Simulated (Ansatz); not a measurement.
# GaS (R-3m, No. 166, 4 atoms in the cell; start mp-9889; a measured phase of this formula has another space group)

These are PBE0 (Ansatz, a first-principles code, PAW) values and carry that method's errors.

Numerical settings: plane-wave cutoff 500 eV, 8×8×8 k mesh, gaussian smearing 0.02 eV, scalar-relativistic PAW data made under PBE.

Cell (relaxed with PBEsol):

```
GaS
1.0
    1.78923     1.03301     7.96473
   -1.78923     1.03301     7.96473
    0.00000    -2.06602     7.96473
Ga S
2 2
Direct
  0.94909   0.94909   0.94909
  0.05091   0.05091   0.05091
  0.23713   0.23713   0.23713
  0.76287   0.76287   0.76287
```

| Property | Value |
|---|---|
| band gap | 3.31 eV (on the SCF k mesh) |

Note: cell and atoms aren't relaxed at this level (pressure 0.9 GPa); the cell has widely spaced layers and the level no dispersion term, so their spacing and the moduli can rest on weak binding.

Spin–orbit coupling is not included.

Cost on a shared machine: roughly 15 core-minutes.

A start named mp-… is a Materials Project structure, which need not be a measured phase.
